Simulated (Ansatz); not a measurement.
Here is the system:

End structure of the (210) surface of fcc Pt in its 1x1 cell, outermost plane spacing 0.89 Å in the ideal cut:

```
CELL_PARAMETERS angstrom
      3.97000     0.00000     0.00000
     -1.98500     4.43859     0.00000
      0.00000     0.00000    26.00000
ATOMIC_POSITIONS crystal
  Pt 0.29765 0.59565 0.31976
  Pt 0.60364 0.20748 0.34464
  Pt 0.90950 0.81929 0.37736
  Pt 0.19950 0.39912 0.41649
  Pt 0.49738 0.99469 0.44843
  Pt 0.79980 0.59963 0.48314
  Pt 0.10020 0.20036 0.51686
  Pt 0.40262 0.80531 0.55157
  Pt 0.70050 0.40088 0.58351
  Pt 0.99050 0.98071 0.62264
  Pt 0.29636 0.59252 0.65536
  Pt 0.60235 0.20435 0.68024
```

Set-up: 12 atoms, 9.8 Å thick at the start (thin: gaps and levels are the slab's own); mesh 10x9x1; 0.1 eV smearing; dipole correction on; single point; on the structure that PBE left under its start's symmetry; no spin, no spin-orbit, no U.

Question: Estimate the surface energy (mean of both faces) that Ansatz (a program for electronic structure) with r2SCAN, at the PBE geometry returns for this input.

Answer: 2.13 J/m^2

Question: What work function of the top face does r2SCAN, at the PBE geometry give?

Answer: 5.31 eV
